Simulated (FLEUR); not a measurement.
Band structure of La3Hg (I4/mmm, 4 atoms in the cell).

```xyz
4
Lattice="-2.4709 2.4709 5.2209 2.4709 -2.4709 5.2209 2.4709 2.4709 -5.2209" Properties=species:S:1:pos:R:3 pbc="T T T"
La     0.0000     2.4709     2.6105
La     2.4709     0.0000     2.6105
La     0.0000     0.0000     5.2209
Hg     0.0000     0.0000     0.0000
```

Method of the run: FLEUR with LDA (Vosko-Wilk-Nusair), all-electron FLAPW (FLEUR), scalar-relativistic valence.

Settings: Kmax = 3.8 1/bohr; GmaxXC = 13.3 1/bohr; xcFunctional = vwn; jspins = 1; l_soc = F; mode = hist; fermiSmearingEnergy = 0.00367493 Htr; mesh (inpgen div1-3) = 7 7 7; inpgen gamma flag = false; Gmax = 13.3 1/bohr; numbands = 0; maxIterBroyd = 25; imix = Anderson; alpha = 0.05.

The starting cell comes from a database of computed structures (which also holds hypothetical and non-ambient phases and stackings), without a prior relaxation at this level. Its lattice was rescaled by a random factor within 2.5 % of one. Spin-orbit coupling is off. Values depend on the basis (sphere radii, cutoffs, local orbitals), which need not be converged.

These are the values that this program gave, and no reference: the default basis lacks the next d shell.

Levels in eV from the Fermi level, bands 22 to 29:
```csv
point,22,23,24,25,26,27,28,29
Γ,-1.70,-1.67,-0.67,-0.25,-0.25,0.91,1.01,1.01
X,-0.84,-0.78,-0.67,-0.24,0.07,0.79,0.91,1.26
Y,-1.32,-0.75,-0.44,-0.17,0.25,0.32,0.72,1.05
S,-1.44,-1.21,-0.86,-0.39,-0.28,0.30,0.68,1.27
Z,-1.95,-1.59,-0.62,-0.57,-0.57,-0.34,0.68,1.13
S1,-1.44,-1.21,-0.86,-0.39,-0.28,0.30,0.68,1.27
N,-1.79,-0.83,-0.83,-0.59,0.33,0.59,0.94,1.08
P,-1.17,-0.81,-0.81,0.28,0.28,0.64,1.18,1.18
Y1,-1.32,-0.75,-0.44,-0.17,0.25,0.32,0.72,1.05
```
